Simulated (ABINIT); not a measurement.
ABINIT run on LaMg (Pmma, 4 atoms in the cell): self-consistent single point

Method of the run: LDA (PW92), PAW (JTH v2.0 LDA PAW) (plane waves; ABINIT).

This input was run:

```
# LaMg, JTH v2.0 LDA PAW
pp_dirpath "./"
pseudos "La.LDA_PW-JTH.xml, Mg.LDA_PW-JTH.xml"
acell 10.6117003611 7.1837182737 10.9396434327
rprim
         1.0000000000    0.0000000000    0.0000000000
         0.0000000000    1.0000000000    0.0000000000
         0.0000000000    0.0000000000    1.0000000000
natom 4
ntypat 2
znucl 57 12
typat 1 1 2 2
xcart
         7.9587752708    0.0000000000    8.6762312065
         2.6529250903    0.0000000000    2.2634122262
         2.6529250903    3.5918591369    7.5837984133
         7.9587752708    3.5918591369    3.3558450194
ecut 707 eV
pawecutdg 1415 eV
occopt 7
tsmear 0.05 eV
nband 28
kptopt 1
ngkpt 5 8 5
nshiftk 1
shiftk 0 0 0
nstep 50
toldfe 1.0e-09
prtwf 0
prtden 0
enunit 2
```

Output (repeated stretches shortened):

```
 Symmetries : space group Pm m a (# 51); Bravais oP (primitive ortho.)

 -outvars: echo values of preprocessed input variables --------
            acell      1.0611700361E+01  7.1837182737E+00  1.0939643433E+01 Bohr
             ecut      2.59817731E+01 Hartree
           enunit           2
              ixc       -1012
         kptrlatt        5    0    0      0    8    0      0    0    5
          kptrlen      5.30585018E+01
            natom           4
            nband          28
            ngfft          50      36      54
          ngfftdg          72      48      72
             nkpt          45
            nstep          50
             nsym           8
           ntypat           2
           occopt           7
        pawecutdg      5.20002954E+01 Hartree
          spgroup          51
           toldfe      1.00000000E-09 Hartree
           tsmear      1.83746627E-03 Hartree
            typat      1  1  2  2
           useylm           1
             xred      7.5000000000E-01  0.0000000000E+00  7.9310000000E-01
                       2.5000000000E-01  0.0000000000E+00  2.0690000000E-01
                       2.5000000000E-01  5.0000000000E-01  6.9324000000E-01
                       7.5000000000E-01  5.0000000000E-01  3.0676000000E-01
            znucl       57.00000   12.00000

== DATASET  1 ==================================================================

 Real(R)+Recip(G) space primitive vectors, cartesian coordinates (Bohr,Bohr^-1):
 R(1)= 10.6117004  0.0000000  0.0000000  G(1)=  0.0942356  0.0000000  0.0000000
 R(2)=  0.0000000  7.1837183  0.0000000  G(2)=  0.0000000  0.1392037  0.0000000
 R(3)=  0.0000000  0.0000000 10.9396434  G(3)=  0.0000000  0.0000000  0.0914107
 Unit cell volume ucvol=  8.3394505E+02 bohr^3
 Angles (23,13,12)=  9.00000000E+01  9.00000000E+01  9.00000000E+01 degrees

 Coarse grid specifications (used for wave-functions):

 getcut: wavevector=  0.0000  0.0000  0.0000  ngfft=  50  36  54
         ecut(hartree)=     25.982   => boxcut(ratio)=   2.05346

 Fine grid specifications (used for densities):

 getcut: wavevector=  0.0000  0.0000  0.0000  ngfft=  72  48  72
         ecut(hartree)=     52.000   => boxcut(ratio)=   2.02750

   6.27689631E+03                                ecore*ucvol(ha*bohr**3)

_setup2: Arith. and geom. avg. npw (full set) are    5274.515    5274.505

--- !BeginCycle
solver: {iscf: 17, nstep: 50, nline: 4, wfoptalg: 10, }
tolerances: {toldfe: 1.00E-09, }
...

     iter   Etot(hartree)      deltaE(h)  residm     nres2
 ETOT  1  -189.04797401073    -1.890E+02 2.323E+00 8.705E+01
 ETOT  2  -191.81108858566    -2.763E+00 3.998E-01 6.727E+01
 ETOT  3  -191.51148563685     2.996E-01 2.650E-02 2.422E+01
 ETOT  4  -191.39515636894     1.163E-01 1.225E-02 6.018E+00
 ETOT  5  -191.36489048276     3.027E-02 1.007E-02 1.437E+00
 ETOT  6  -191.35642314669     8.467E-03 1.892E-02 1.025E-01
   [... 5 lines left out ...]
 ETOT 12  -191.35602904648    -5.037E-09 2.910E-04 1.066E-06
 ETOT 13  -191.35602904025     6.232E-09 1.831E-04 1.093E-06
 ETOT 14  -191.35602903823     2.020E-09 2.463E-04 4.046E-07
 ETOT 15  -191.35602903728     9.499E-10 2.045E-04 6.324E-09
 ETOT 16  -191.35602903728     5.116E-13 2.578E-04 1.461E-10

 At SCF step   16, etot is converged :
  for the second time, diff in etot=  5.116E-13 < toldfe=  1.000E-09

 Cartesian components of stress tensor (hartree/bohr^3)
  sigma(1 1)=  9.01621735E-05  sigma(3 2)=  0.00000000E+00
  sigma(2 2)=  9.76778145E-05  sigma(3 1)=  0.00000000E+00
  sigma(3 3)=  9.22527675E-05  sigma(2 1)=  0.00000000E+00

 ----iterations are completed or convergence reached----

 reduced coordinates (array xred) for    4 atoms
       0.750000000000      0.000000000000      0.793100000002
       0.250000000000      0.000000000000      0.206899999998
       0.250000000000      0.500000000000      0.693240000001
       0.750000000000      0.500000000000      0.306759999999
 cartesian forces (eV/Angstrom) at end:
    1      0.00000000000000    -0.00000000000000    -0.06907119549718
    2     -0.00000000000000    -0.00000000000000     0.06907119549718
    3      0.00000000000000    -0.00000000000000     0.07167487913532
    4     -0.00000000000000    -0.00000000000000    -0.07167487913532
 frms,max,avg= 4.0636844E-02 7.1674879E-02   0.000E+00  0.000E+00  0.000E+00 e/A
 length scales= 10.611700361100  7.183718273700 10.939643432700 bohr
              =  5.615469975480  3.801459983374  5.789009974686 angstroms
 Fermi (or HOMO) energy (hartree) =   0.14072   Average Vxc (hartree)=  -0.34551
 Eigenvalues (hartree) for nkpt=  45  k points:
 kpt#   1, nband= 28, wtk=  0.00500, kpt=  0.0000  0.0000  0.0000 (reduced coord)
  -2.60980   -2.60980   -1.41250   -1.41249   -1.41242   -1.41237   -1.41236   -1.41228
  -1.07295   -1.06976   -0.48095   -0.47860   -0.46383   -0.46202   -0.45880   -0.45510
  -0.03822    0.03277    0.11327    0.11652    0.12925    0.15507    0.16731    0.19492
   0.19539    0.19682    0.19839    0.19946
      occupation numbers for kpt#   1
   2.00000    2.00000    2.00000    2.00000    2.00000    2.00000    2.00000    2.00000
   2.00000    2.00000    2.00000    2.00000    2.00000    2.00000    2.00000    2.00000
   2.00000    2.00000    2.00000    2.00000    2.00000    0.00000    0.00000    0.00000
   0.00000    0.00000    0.00000    0.00000
 prteigrs : prtvol=0 or 1, do not print more k-points.

 Fermi (or HOMO) energy (eV) =   3.82921   Average Vxc (eV)=  -9.40182
 Eigenvalues (   eV  ) for nkpt=  45  k points:
 kpt#   1, nband= 28, wtk=  0.00500, kpt=  0.0000  0.0000  0.0000 (reduced coord)
 -71.01632  -71.01615  -38.43612  -38.43575  -38.43384  -38.43267  -38.43229  -38.43011
 -29.19633  -29.10971  -13.08744  -13.02344  -12.62138  -12.57228  -12.48467  -12.38389
  -1.04011    0.89180    3.08234    3.17058    3.51700    4.21977    4.55270    5.30404
   5.31692    5.35573    5.39859    5.42747
 prteigrs : prtvol=0 or 1, do not print more k-points.

--- !EnergyTerms
comment             : Components of total free energy in Hartree
kinetic             :  2.63963738971171E+01
hartree             :  3.97588515154046E+01
xc                  : -2.31735654746448E+01
Ewald energy        : -1.07472081907659E+02
psp_core            :  7.52675044352406E+00
local_psp           : -1.19727645780924E+02
spherical_terms     : -1.46644772573539E+01
internal            : -1.91355794564536E+02
'-kT*entropy'       : -2.37050534713495E-04
total_energy        : -1.91356031615071E+02
total_energy_eV     : -5.20706243020399E+03
...

-Cartesian components of stress tensor (GPa)         [Pressure= -2.7469E+00 GPa]
- sigma(1 1)=  2.65266228E+00  sigma(3 2)=  0.00000000E+00
- sigma(2 2)=  2.87378004E+00  sigma(3 1)=  0.00000000E+00
- sigma(3 3)=  2.71416967E+00  sigma(2 1)=  0.00000000E+00

 Calculation completed.
```

The run converged in 16 iterations.

The starting cell comes from a database of computed structures (which also holds hypothetical and non-ambient phases and stackings), without a prior relaxation at this level.

These are the values that this program gave, and no reference: the one-centre exchange-correlation terms come from a truncated expansion.

Cost on one core of a shared machine: roughly 3 min.
